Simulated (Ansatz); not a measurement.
Cr_Li (ferroelectric LiNbO3 host)

All values below come from PBE, PAW (plane waves to 420 eV; Ansatz, an electronic-structure program). A supercell of 120 sites (2×2×1 repeats of a cell of 30 atoms) was used; the energies come from a 2×2×2 Γ-centred sampling of its zone. Site at the start: the Li site. Finite-size correction: monopole term and site-potential alignment. Dielectric constants: PBE linear response of the host. Host gap at this level: 3.53 eV. Finite-size and sampling errors can reach tenths of an eV here. The semilocal functional narrows the gap, so deep levels can fall outside it. Spin–orbit coupling is left out, and no Hubbard U is applied to the open shells. Each state is the lowest found from its start.

Charges with a result: +2, +1, 0. Others weren't obtained, and one of them could lie lower, also by skipping a charge.

| charge | moment (μB) | point group | largest move off a lattice site (Å) | image correction with alignment (eV) | above the lowest spin state (eV) |
|---|---|---|---|---|---|
| +2 | 3.0 | C3 | 0.20 | 0.44 | 0.00 |
| +2 | 3.0 | C3 | 0.20 | 0.44 | 0.00 |
| +1 | 4.0 | – | 0.21 | 0.19 | 0.00 |
| +1† | not spin-polarised | – | 0.36 | 0.19 | 1.29 |
| 0† | 5.0 | – | 0.22 | 0.00 | 0.00 |
| 0† | 5.0 | – | 0.22 | 0.00 | 0.00 |

† Not settled in this cell, so no level is given: charge 0: carriers not clearly localised.

Point groups are those of the whole cell at tolerances of 0.03 and 0.1 Å ("near" where only the looser one holds); none is given for unsettled states.

Starting moments that weren't kept: charge +2 began with 1 μB and ended with 3.0; charge 0 began with 1 μB and ended with 5.0.

Transition levels above the valence-band maximum: ε(+2/+1) = 3.19 eV. With a charge missing or unsettled, these needn't be thermodynamic levels.

Flagged in the runs: a host whose relaxation on this sampling wasn't shown to rest, a strain field that reaches the edge of the cell.

All states together cost roughly 13 core-hours.
